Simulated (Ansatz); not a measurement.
Bond-angle distributions (per cent of the angles at each element, bins of 10°) of a relaxed model of amorphous Hf₁₈O₂₇N₆ at 9.54 g/cm³. These are PBE, scalar-relativistic without spin-orbit coupling (plane waves to 420 eV, PAW; Ansatz, a program for electronic structure) values and carry that method's errors.

A CHGNet melt-quench gave the starting glass, which DFT then relaxed. O and N atoms were pushed apart under 1.9 Å during the dynamics, to hinder bonds among them. The hot cell started wider than the set density and was brought back towards it in steps. It is the lowest in DFT energy of 3 quenches. It is a model cell: composition and starting density were chosen by hand, and all elements were melted together. No dispersion term was used. Its density started from a set value of 9.54 and ended at 9.54 g/cm³. The simulated quench (nominally 380 K/ps over its main leg) is rapid and tends to freeze in more defects than a deposited or slowly cooled glass has. Values belong to this one cell and scatter from quench to quench. The volume was held where the preparation left it and the shape relaxed, at a PBE pressure of -1.1 GPa (tension). Stress components on the final sampling reach 1.2 GPa.

Neighbours within Hf-Hf 3.34 Å, Hf-O 2.78 Å, Hf-N 2.68 Å, O-O 1.58 Å, O-N 1.64 Å, N-N 1.70 Å count as bonded. Two cations that share two anions don't count as bonded, nor two that share one unless they lie closer than Hf-Hf 3.25 Å.

```csv
angle (°),at Hf,at O,at N
50-60,0,0,0
60-70,5,0,0
70-80,28,0,0
80-90,12,6,0
90-100,16,23,30
100-110,5,30,27
110-120,5,13,23
120-130,6,8,7
130-140,7,11,10
140-150,8,5,0
150-160,4,4,0
160-170,3,0,3
170-180,1,0,0
```

They go with these counts of neighbours within the cut-offs, cation contacts included: Hf mean 6.3, most often 6; O mean 3.4, most often 3; N mean 3.7, most often 4.
